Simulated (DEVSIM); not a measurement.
System: Ti/SiO2/p-Si capacitor, at 300 K.

Layer 1 from the left is SiO2, thickness (nm) 2.00. Layer 2 from the left is Si, thickness (nm) 890, Na (cm⁻³) 4.2e17.

Metal gate on the left, work function 4.33 eV. Fixed charge at the semiconductor interface -6.2e10 cm⁻² (in units of +e); no interface traps.

Constants are typed, rounded textbook-type inputs, not results; the design itself was drawn at random and stands for no fabricated device. Values at 300 K.

SiO2: gap (eV) 9, affinity (eV) 0.9, permittivity 3.9. Si: gap (eV) 1.124, affinity (eV) 4.05, permittivity 11.7, Nc (cm⁻³) 2.86e19, Nv (cm⁻³) 3.1e19.

Problem. Estimate by hand the flat-band voltage, the threshold voltage, and compare with a numerical solution.

Solution. 
- Flat-band voltage: C = 1.73 μF/cm², work-function difference -0.733 V; VFB = φms − qNf/C = -0.73 V; numerical -0.73 V.
- Threshold voltage: φF = 0.452 V, depletion charge √(4εqNφF) = 3.55e-7 C/cm²; VT = VFB + 2φF + Qd/C = 0.38 V; numerical 0.38 V.

Model (solved in DEVSIM): 1D Poisson equation in equilibrium, Boltzmann statistics, complete ionisation; no quantum confinement or tunnelling. Metal contacts follow the ideal Schottky-Mott rule: no Fermi-level pinning, no interface dipoles.
